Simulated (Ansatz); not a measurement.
A computed series for Ca(OH)2: pressure series

The parent structure is Ca(OH)2 (space group P-3m1, No. 164; a = 3.5612 Å, c = 4.7677 Å; layered).

Cell and atoms are relaxed at each pressure.

All numbers come from plane-wave PAW DFT at the PBEsol level (Ansatz, a quantum-chemistry and plane-wave program, 420 eV), no SOC.

Candidates:
(a) pressure 18 GPa
(b) pressure −2 GPa
(c) pressure 1.8 GPa
(d) pressure 9 GPa

For the base:

The band gap is 4.19 eV.

Question: Order them by band gap, highest first.

Answer: (a) pressure 18 GPa (5.25 eV), (d) pressure 9 GPa (4.83 eV), (c) pressure 1.8 GPa (4.36 eV), (b) pressure −2 GPa (3.86 eV)

Load acts through the strain it causes; cell and atoms are relaxed under it. No phonon test of stability was made. No other phases were tried under pressure. No dispersion term is included in the PBEsol runs.
